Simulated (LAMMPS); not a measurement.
Atomistic model of a symmetric tilt boundary about [1-10] in Si (diamond structure), boundary plane (114) of one grain on (-1-14) of the other.

Method: classical force field (static), pair style meam, file AlSiMgCuFe.meam, run in LAMMPS.

| Property | Result |
|---|---|
| boundary energy (lowest found) | 1.02 J/m² |
| excess volume | 0.33 Å |
| Σ | 9 |
| rotation about the axis | 38.94 ° |
| disorientation (full cubic symmetry) | 38.94 ° |
| largest excess energy of an atom | 0.57 eV |
| lattice constant at 0 K | 5.431 Å |
| cost | about 4 core-minutes (a rough figure) |

Potential: file AlSiMgCuFe.meam of the LAMMPS distribution; its header cites Jelinek, Groh, Horstemeyer, Houze, Kim, Wagner, Moitra and Baskes, Phys Rev B, 85, 245102 (2012).
